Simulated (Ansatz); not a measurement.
We consider SrHfN₂ (model structure, started from the MgZrN2 type, I4₁/amd, No. 141, 8 atoms in the cell), described by r²SCAN+rVV10 (Ansatz, a quantum-chemistry and plane-wave program, PAW).

Numerical settings: plane-wave cutoff 560 eV, 10×10×10 k mesh, Fermi–Dirac smearing 0.01 eV, scalar-relativistic PAW data made under PBE.

Cell (relaxed at this level):

```xyz
8
Lattice="-2.4255 2.4255 4.8809 2.4255 -2.4255 4.8809 2.4255 2.4255 -4.8809" Properties=species:S:1:pos:R:3 pbc="T T T"
Sr     0.0000     0.0000     4.8809
Sr     2.4255     0.0000     2.4405
Hf     0.0000     2.4255     2.4405
Hf     0.0000     0.0000     0.0000
N      0.0000     2.4255     0.2866
N      0.0000     0.0000     7.6080
N      0.0000     0.0000     2.1539
N      0.0000     2.4255     4.5944
```

Q: Give the computed band gap and smallest direct gap on the k points sampled.

A: 
- band gap: 0.27 eV
- smallest direct gap on the k points sampled: 0.31 eV

Note: the relaxation could raise the start's symmetry but not lower it, so the cell can be a saddle point.

Spin–orbit coupling is not included; it can close the smallest gap of 0.27 eV.

Static lattice: no zero-point or thermal effects.

Cost on a shared machine: roughly 100 core-seconds.

A model structure was made by putting elements into a prototype or built by hand; it is no filed structure, need not be a known phase, and can be a saddle point held by its symmetry.
